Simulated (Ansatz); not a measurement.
Given:

```
CELL_PARAMETERS angstrom
      0.00000     2.97096     2.97096
      2.97096     0.00000     2.97096
      2.97096     2.97096     0.00000
ATOMIC_POSITIONS crystal
  In 0.00000 0.00000 0.00000
  P  0.25000 0.25000 0.25000
```

All values below come from PBE with spin-orbit coupling, rigid bands (plane waves, PAW; Ansatz, a program for electronic structure). Condition of this run: hydrostatic pressure of -2 GPa (compression positive) (the target of the relaxation). Cell: cell and atoms relaxed with PBEsol, then loaded as said.

Q: What conductivity effective mass do dilute holes have at 300 K?

A: 0.60 mₑ.

Q: What conductivity effective mass do dilute electrons have at 300 K?

A: 0.051 mₑ.

Q: And the band gap?

A: 0.46 eV at this level; semilocal functionals usually fall short of the measured gap.

Rigid bands, one relaxation time for all states, no polarons. Geometry: cell and atoms relaxed with PBEsol.
